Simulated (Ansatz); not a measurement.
**Carrier properties of BP (I-4m2)**

Data:

```
BP
1.0
    0.00000     2.25743     2.27438
    2.25743     0.00000     2.27438
    2.25743     2.25743     0.00000
B P
1 1
Direct
  0.00000   0.00000   0.00000
  0.25000   0.25000   0.25000
```

Computed with PBEsol with spin-orbit coupling, rigid bands (plane waves, PAW; Ansatz, an electronic-structure program). Condition of this run: uniaxial stress zz = -2 GPa (compression positive) (the target of the relaxation). Cell: cell and atoms relaxed with PBEsol, then loaded as said.

```json
{
  "band_gap": "1.05 eV",
  "electron conductivity mass (300 K, dilute)": "0.40 (x), 0.40 (y), 0.24 (z) mₑ",
  "hole conductivity mass (300 K, dilute)": "0.43 (x), 0.43 (y), 0.37 (z) mₑ",
  "effective density of states N_c (300 K)": "2.8e19 cm⁻³",
  "effective density of states N_v (300 K)": "1.5e19 cm⁻³",
  "density_of_states_mass_electrons": "1.08 mₑ",
  "density_of_states_mass_holes": "0.71 mₑ",
  "Seebeck coefficient, n-type 1e19 cm⁻³, 300 K": "-307 μV/K",
  "best n-type power factor at 300 K for τ = 10 fs (best axis; densities from 1e16 to 1e21 cm⁻³ tried, whether or not they can be reached)": "18.9 μW/(cm·K²) at 1e20 cm⁻³",
  "Seebeck coefficient, p-type 1e19 cm⁻³, 300 K": "301 μV/K",
  "best p-type power factor at 300 K for τ = 10 fs (best axis; densities from 1e16 to 1e21 cm⁻³ tried, whether or not they can be reached)": "13.5 μW/(cm·K²) at 3e20 cm⁻³"
}
```

Rigid bands; masses and Seebeck coefficients take one relaxation time τ for all states and one kind of carrier; polarons and phonon drag are left out.
